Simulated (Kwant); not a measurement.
Device: quantum point contact (saddle potential) in a In0.53Ga0.47As two-dimensional gas. Effective mass 0.041 mₑ, grid spacing 10 nm, hard walls, nominal width 300 nm (29 grid rows, so walls 300 nm apart), one parabolic valley, scattering region 900 nm long along x; energies count from the band bottom; Fermi energy 0.000949 eV. Potential (V0 + ½k y²) cos²(πx/L) for |x| < L/2, with V0 swept from 0.00099645 to 0 eV, k = 3.5e-07 eV/nm², L = 670 nm.

The device is made up for the run: typed textbook-type constants, with dimensions and the other settings drawn at random.

Computed with Kwant: effective-mass tight-binding model on a square grid, one spin, coherent transport at 0 K. Conductance is in e²/h.

Q: Compare with the saddle-point formula G = Σ 1/(1 + exp(−2π(E − V0 − ħωy(n + ½))/ħωx)), taking ħωy = ħ√(k/m) and ħωx from the curvature along x of V0 plus half of the mode's confinement energy.

A: ħωy = 0.807 meV; at V0 = 0.809 meV the lowest mode has ħωx = 0.287 meV.

```csv
V0 (meV),formula,simulation
0.939,0.00031,0.00023
0.809,0.0032,0.0028
0.679,0.042,0.043
0.549,0.48,0.50
0.419,0.97,0.97
0.289,1.00,1.00
```

The formula takes a parabolic saddle in the continuum; the run has the full potential on a grid.
